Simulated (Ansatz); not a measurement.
## Effect of isotropic strain +2.91 % on NiSi2

Base system: NiSi2 (space group Fm-3m, No. 225; a = 5.4454 Å; not spin-polarised; relaxed with 0.1 eV smearing).

It is then changed as follows: every lattice vector is stretched by 2.91 %, atoms relaxed at fixed cell.

The values are results of PBE (Ansatz, a quantum-chemistry and plane-wave program), without spin-orbit coupling, earlier PAW set, not measurements. k-mesh 18×18×18 (Γ-centred); smearing 0.1 eV (Fermi–Dirac).

| quantity | base | changed | shift |
|---|---|---|---|
| volume per atom | 13.46 Å³ | 14.67 Å³ | +1.21 Å³ |
| space group | Fm-3m (No. 225) | Fm-3m (No. 225) | – |
| shortest interatomic distance | 4.456 bohr | 4.586 bohr | +0.130 bohr |
| energy relative to the base (free energy F) | 0 meV/atom | +42 meV/atom | +42 meV/atom |
| band gap | zero | zero | – |

Cost of the whole job for the changed cell (relaxation, final SCF and bands): roughly 30 core-seconds.

Whether these cells are dynamically stable was not tested. Starting moments died away, wholly or in part, for the base; another magnetic solution may exist. The final runs are not spin-polarised.
